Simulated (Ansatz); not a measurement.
We consider Pd (Im-3m, No. 229, 1 atom in the cell; start mp-2646977; another form than the element's usual one), described by LDA (plane waves, PAW; Ansatz, a program for electronic structure).

Settings: plane-wave cutoff 520 eV, 24×24×24 k mesh, Fermi–Dirac smearing 0.05 eV, scalar-relativistic PAW data made under PBE.

Cell (relaxed at this level):

```
Pd
1.0
   -1.52752     1.52752     1.52752
    1.52752    -1.52752     1.52752
    1.52752     1.52752    -1.52752
Pd
1
Direct
  0.00000   0.00000   0.00000
```

Question: Estimate the bulk modulus that the calculation returns.

Answer: 
- bulk modulus = 222 GPa

The run finds no gap.

Note: the bulk modulus is −V dP/dV from two relaxed cells at ±2 % in volume; the relaxation could not lower the start's symmetry, so the cell can be a saddle point above a distorted one.

It cost very roughly 30 core-seconds of CPU time.

A start named mp-… is a Materials Project structure, which need not be a measured phase.
